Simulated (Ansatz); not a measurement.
Consider HfS$_{2}$ in the CdI2 type structure (space group P-3m1, No. 164; a = 3.547 Å, c = 5.577 Å; layered, stacked along the Cartesian z axis).

All numbers come from Kohn–Sham DFT with the PBEsol-D3(BJ) functional, run in Ansatz (a quantum-chemistry and plane-wave program) with PAW and 420 eV plane waves, no spin-orbit coupling.

Before the change:

```
Quantity              Result
-------------------  -------
Lattice parameter a  3.547 Å
```

Perturbation: a hydrostatic pressure of 9 GPa.

Question: Estimate the effect on the lattice parameter a.

Answer: The lattice parameter a decreases by 0.124 Å to 3.423 Å.

The mesh was chosen for an insulator and is coarse for the gapless case. Load acts through the strain it causes; cell and atoms are relaxed under it. Whether these cells are dynamically stable was not tested. Competing high-pressure phases were not computed. The final runs are not spin-polarised.
